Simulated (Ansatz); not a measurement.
Cost and result by functional for the adsorption energy of CH3 on the 1x1 (110) surface of bcc Ta, one in a 2x2 cell, started at the site 'bridge Ta-Ta (span 2.9 Å)', in Ansatz (plane waves, PAW). Single points on the PBE structure, on one kind of machine; costs are rough ratios of the slab run's core time (references not counted) to the cheapest single point. r2SCAN's cost holds its higher cutoff (500 against 420 eV). Differences are taken against r2SCAN for comparison alone: no measured value is at hand, so the table doesn't rank accuracy.

Model: 20-atom slab, 6.8 Å thick at the start under the adsorbate (thin: gaps and levels are the slab's own), 5x5x1 mesh, Fermi-Dirac 0.1 eV, dipole correction, 8 atoms held, the rest relaxed; no symmetry held; no spin, no spin-orbit, no U, no dispersion correction. At the end it is bonded to 3 Ta. In PBE it is, or lies within 0.03 eV of, the lowest of the starts that converged. These notes are the PBE run's. Adsorption energies are against CH4(g) − ½ H2(g). A negative adsorption energy means that the adsorbate is more stable on the surface than in its reference.

| functional | relative cost | adsorption energy (eV) | less r2SCAN (eV) |
|---|---|---|---|
| RPBE | 1 | 0.19 | 0.49 |
| r2SCAN | 2 | -0.31 | 0.00 |
| PBE (the relaxed run's value) | – | -0.07 | 0.23 |

The values span 0.49 eV, while the single points' costs differ by a factor of roughly 2. Differences are of unrounded values.

Ansatz is a quantum-chemistry and plane-wave program.
